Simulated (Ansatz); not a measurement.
ZnS under load (space group P6_3mc), r2SCAN with spin-orbit coupling, rigid bands in Ansatz (a quantum-chemistry and plane-wave program). Condition of this run: biaxial stress in the c plane of 1 GPa (compression positive) (the target of the relaxation). Band gap 2.85 eV, N_c = 2.34e18 cm⁻³ and N_v = 3.21e19 cm⁻³ at 300 K, conductivity masses along x (a = (3.76, 0.00, 0.00) Å; b = (-1.88, 3.25, 0.00) Å; c = (0.00, 0.00, 6.23) Å) of 0.227 mₑ (electrons) and 0.969 mₑ (holes). Take k_BT = 0.02585 eV.

A film of it is 8 nm thick, with its normal along the direction named. Estimate the confinement energies in an infinite well.

ħ²π²/(2m t²) = 0.376 eV·nm²/(m/mₑ × t²) gives 25.9 meV for electrons and 6.06 meV for holes, so the gap would widen to about 2.88 eV. Finite barriers and nonparabolic bands lower this, and with several valleys or bands the heaviest mass along the normal sets the lowest level, not this average.

What thermal injection velocity √(2k_BT/πm) limits a ballistic channel along the direction named?

1.13e7 cm/s for electrons and 5.47e6 cm/s for holes, a ratio of √(m_h/m_e) = 2.07, for dilute carriers.

Find the intrinsic carrier density and the intrinsic Fermi level.

n_i = √(N_c N_v) exp(−E_g/2k_BT) = 8.67e18 × exp(−55.12) = 1.0e-5 cm⁻³. The level lies (k_BT/2) ln(N_v/N_c) = 34 meV from mid-gap (positive towards the conduction band). Each 0.1 eV added to the gap lowers n_i by a factor of 6.9.

Rigid bands with the computed gap; masses take one relaxation time for all states. Geometry: cell and atoms relaxed with PBEsol.
